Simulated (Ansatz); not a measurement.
Structures of equal composition on the (0001) surface of wurtzite ZnO (Zn plane on top): 2x2 In adatom at H3; 2x2 In adatom at T4. The slabs share one bottom face, and each structure is named by its start. These are constructed structures in small cells; real faces may alloy, dewet or reconstruct in larger ones, and not all known structures of the face are among them. Slabs of about 14 Å with all that they carry, Fermi-Dirac smearing of 0.025 eV. Bottom of the slabs: H caps. Relaxed from the named starts with such symmetry as they have, on meshes of like density; energies extrapolated to zero smearing; no spin-orbit coupling, no U. Spin-polarised runs, if any, are marked in brackets, and their order is one that fits the cell; the others ran without spin. Where a second, spin-polarised start was run, the lower counts.

Host crystal: wurtzite ZnO, with a band gap (PBE, scalar-relativistic without spin-orbit coupling).

All values below come from r2SCAN, at the PBE geometry (plane waves to 500 eV, PAW; Ansatz, an electronic-structure program).

Q: Rank these by energy per 1x1 cell (lowest first), as r2SCAN, at the PBE geometry gives it.

A: 2x2 In adatom at T4 (0.000 eV [spin, 1.0 μB a cell], no gap over 0.04 eV on the mesh), 2x2 In adatom at H3 (0.021 eV [spin, 0.9 μB a cell], no gap over 0.04 eV on the mesh)
